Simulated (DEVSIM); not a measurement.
Structure: illuminated Ge n-on-p cell, one wavelength, at 300 K.

Layer 1 from the left is Ge, thickness (μm) 0.340, Nd (cm⁻³) 3e18, τn (s) 7.8e-7, τp (s) 2.5e-8, absorption coefficient (cm⁻¹) 22000. Layer 2 from the left is Ge, thickness (μm) 160, Na (cm⁻³) 2.7e17, τn (s) 1.1e-5, τp (s) 1.1e-6, absorption coefficient (cm⁻¹) 22000.

Left contact: ohmic, minority hole recombination velocity 80 cm/s. Right contact: ohmic, minority electron recombination velocity 6e5 cm/s. Voltage is applied to the left contact. Recombination: SRH at mid-gap, radiative, Auger. Light enters at the left, 3.3e16 photons cm⁻² s⁻¹, one pass, no reflection. Mobility is constant in doping.

This is a model device: material constants are rounded textbook-type values typed into the input, and sizes, dopings and lifetimes were drawn at random. Values at 300 K.

Ge: gap (eV) 0.664, affinity (eV) 4, permittivity 16, Nc (cm⁻³) 1.04e19, Nv (cm⁻³) 6e18, μn (cm²/Vs) 3900, μp (cm²/Vs) 1900, B (cm³/s) 6.4e-14, Cn (cm⁶/s) 1e-31, Cp (cm⁶/s) 1e-31.

Model (solved in DEVSIM): 1D drift-diffusion, Boltzmann statistics, complete ionisation; no tunnelling, impact ionisation, image-force lowering or self-heating.

### Question
What does the simulation give for the largest field in the device at zero bias, the dark forward voltage at 1 A/cm²?

### Answer
largest field in the device at zero bias 170000 V/cm; dark forward voltage at 1 A/cm² 0.342 V.
